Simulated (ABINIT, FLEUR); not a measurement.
A FLEUR input for a self-consistent single point of CaZrN2 (R-3m, 4 atoms in the cell) (DFT, PBEsol, all-electron FLAPW (FLEUR), scalar-relativistic valence):

Input of the input generator:

```
CaZrN2 crystal
&input film=f /
3.0881507177 1.7829436333 10.4486266183
-3.0881507177 1.7829436333 10.4486266183
0.0000000000 -3.5658903112 10.4486260988
1.0
1.0 1.0 1.0

4
20 0.0000000000 0.0000000000 0.0000000000
40 0.5000000000 0.5000000000 0.5000000000
7 0.2381200000 0.2381200000 0.2381200000
7 0.7618800000 0.7618800000 0.7618800000

&comp jspins=1 /
&exco xctyp='PBEs' /
&kpt div1=8 div2=8 div3=8 gamma=t /
&end /
```

```xml
<?xml version="1.0" encoding="UTF-8" standalone="no"?>
<fleurInput fleurInputVersion="0.39">
   <comment>
      CaZrN2 crystal                                                                                      
   </comment>
   <calculationSetup>
      <cutoffs Kmax="4.2" Gmax="16.8" GmaxXC="16.8" numbands="0"/>
      <scfLoop itmax="60" minDistance="0.00001" maxIterBroyd="25" imix="Anderson" alpha="0.05" precondParam="0.0" spinf="2.0"/>
      <coreElectrons ctail="T" frcor="F" kcrel="0" coretail_lmax="0"/>
      <xcFunctional name="PBEs" relativisticCorrections="F"/>
      <magnetism jspins="1"/>
      <soc l_soc="F" theta="0.0" phi="0.0" spav="F"/>
      <expertModes spex="0" secvar="F"/>
      <geometryOptimization l_f="T" forcealpha="1.0" forcemix="BFGS" epsdisp="0.00001" epsforce="0.00001"/>
      <ldaU l_linMix="F" mixParam="0.05" spinf="1.0"/>
   </calculationSetup>
   <cell>
      <bzIntegration valenceElectrons="32.0" mode="hist" fermiSmearingEnergy="0.00183747">
         <kPointListSelection listName="default-1"/>
         <!-- k-points included here -->
         <xi:include xmlns:xi="http://www.w3.org/2001/XInclude" href="kpts.xml"> </xi:include>
      </bzIntegration>
      <!-- symmetry operations included here -->
      <xi:include xmlns:xi="http://www.w3.org/2001/XInclude" href="sym.xml"> </xi:include>
      <bulkLattice scale="1.0">
         <bravaisMatrix>
            <row-1>    3.0881507177000000     1.7829436332999999    10.4486266183000005</row-1>
            <row-2>   -3.0881507177000000     1.7829436332999999    10.4486266183000005</row-2>
            <row-3>    0.0000000000000000    -3.5658903112000000    10.4486260988000002</row-3>
         </bravaisMatrix>
      </bulkLattice>
   </cell>
   <atomSpecies>
      <species name="Calcium (Ca)" element="Ca" atomicNumber="20">
         <mtSphere radius="2.68" gridPoints="925" logIncrement="0.013"/>
         <atomicCutoffs lmax="10" lnonsphr="8"/>
         <electronConfig flipSpins="F">
            <coreConfig>(1s1/2) (2s1/2) (2p1/2) (2p3/2)</coreConfig>
            <valenceConfig>(3s1/2) (3p1/2) (3p3/2) (4s1/2)</valenceConfig>
         </electronConfig>
         <energyParameters s="4" p="4" d="3" f="4"/>
         <lo type="SCLO" l="0" n="3" eDeriv="0"/>
         <lo type="SCLO" l="1" n="3" eDeriv="0"/>
      </species>
      <species name="Zirconium (Zr)" element="Zr" atomicNumber="40">
         <mtSphere radius="2.57" gridPoints="885" logIncrement="0.014"/>
         <atomicCutoffs lmax="10" lnonsphr="8"/>
         <electronConfig flipSpins="F">
            <coreConfig>(1s1/2) (2s1/2) (2p1/2) (2p3/2) (3s1/2) (3p1/2) (3p3/2) (3d3/2) (3d5/2)</coreConfig>
            <valenceConfig>(4s1/2) (4p1/2) (4p3/2) (5s1/2) (4d3/2) (4d5/2)</valenceConfig>
            <stateOccupation state="(4d3/2)" spinUp="0.4" spinDown="0.4"/>
            <stateOccupation state="(4d5/2)" spinUp="0.6" spinDown="0.6"/>
         </electronConfig>
         <energyParameters s="5" p="5" d="4" f="4"/>
         <lo type="SCLO" l="0" n="4" eDeriv="0"/>
         <lo type="SCLO" l="1" n="4" eDeriv="0"/>
      </species>
      <species name="Nitrogen (N)" element="N" atomicNumber="7">
         <mtSphere radius="1.44" gridPoints="499" logIncrement="0.021"/>
         <atomicCutoffs lmax="6" lnonsphr="4"/>
         <electronConfig flipSpins="F">
            <coreConfig>(1s1/2)</coreConfig>
            <valenceConfig>(2s1/2) (2p1/2) (2p3/2)</valenceConfig>
            <stateOccupation state="(2p1/2)" spinUp="0.5" spinDown="0.5"/>
            <stateOccupation state="(2p3/2)" spinUp="1.0" spinDown="1.0"/>
         </electronConfig>
         <energyParameters s="2" p="2" d="3" f="4"/>
      </species>
   </atomSpecies>
   <atomGroups>
      <atomGroup species="Calcium (Ca)">
         <relPos label="                   1">.0000000000 .0000000000 .0000000000</relPos>
         <force calculate="T" relaxXYZ="TTT"/>
      </atomGroup>
      <atomGroup species="Zirconium (Zr)">
         <relPos label="                   2">1.000/2.000 1.000/2.000 1.000/2.000</relPos>
         <force calculate="T" relaxXYZ="TTT"/>
      </atomGroup>
      <atomGroup species="Nitrogen (N)">
         <relPos label="                   3">.2381200000 .2381200000 .2381200000</relPos>
         <relPos label="                   4">-.2381200000 -.2381200000 -.2381200000</relPos>
         <force calculate="T" relaxXYZ="TTT"/>
      </atomGroup>
   </atomGroups>
   <output dos="F" band="F" slice="F">
      <checks vchk="F" cdinf="F"/>
      <bandDOS minEnergy="-.5*Htr" maxEnergy="0.5*Htr" sigma="0.015" storeEVData="T"/>
      <vacuumDOS vacdos="F" integ="F" star="F" nstars="0" locx1="0.0" locy1="0.0" locx2="0.0" locy2="0.0" nstm="0" tworkf="0.0"/>
      <unfoldingBand unfoldBand="F" supercellX="1" supercellY="1" supercellZ="1"/>
      <plotting iplot="0" polar="F">
         <plot TwoD="T" vec1="  1.0  0.0  0.0" vec2="  0.0  1.0  0.0" vec3="  0.0  0.0  1.0" zero="  0.0  0.0  0.0" file="plot"/>
      </plotting>
      <chargeDensitySlicing numkpt="0" minEigenval="0.0" maxEigenval="0.0" nnne="0" pallst="F"/>
      <specialOutput eonly="F"/>
      <magneticCircularDichroism mcd="F" energyLo="-10.0" energyUp="0.0"/>
   </output>
  <!-- We include the file relax.xml here to enable relaxations (see documentation) -->
  <xi:include xmlns:xi="http://www.w3.org/2001/XInclude" href="relax.xml"> <xi:fallback/> </xi:include>
</fleurInput>
```

Question: Write the same calculation as an input for ABINIT.

Answer: This is the input that was run; spellings and numerical settings could be chosen otherwise.

```
# CaZrN2, PseudoDojo nc-sr-04 PBEsol standard
pp_dirpath "./"
pseudos "Ca.upf, Zr.upf, N.upf"
acell 3*1.0 Angstrom
rprim
         1.6341789836    0.9434931390    5.5291750916
        -1.6341789836    0.9434931390    5.5291750916
         0.0000000000   -1.8869878893    5.5291748167
natom 4
ntypat 3
znucl 20 40 7
typat 1 2 3 3
xcart
         0.0000000000    0.0000000000    0.0000000000
         0.0000000000   -0.0000008056    8.2937625000
         0.0000000000   -0.0000003837    3.9498214530
         0.0000000000   -0.0000012275   12.6377035470
      Angstrom
ecut 42
occopt 3
tsmear 0.05 eV
nband 22
kptopt 1
ngkpt 8 8 8
nshiftk 1
shiftk 0 0 0
nstep 50
tolvrs 1.0e-10
prtwf 0
prtden 0
```

Basis, cutoffs, solver keys and any potentials are the target program's own. This input uses DFT, PBEsol, plane waves, norm-conserving pseudopotentials (PseudoDojo nc-sr-04 PBEsol standard).

The starting cell comes from a database of computed structures (which also holds hypothetical and non-ambient phases and stackings), without a prior relaxation at this level. Its lattice was rescaled by a random factor within 2.5 % of one. For this run, on top of that: lattice scaled by 0.98.
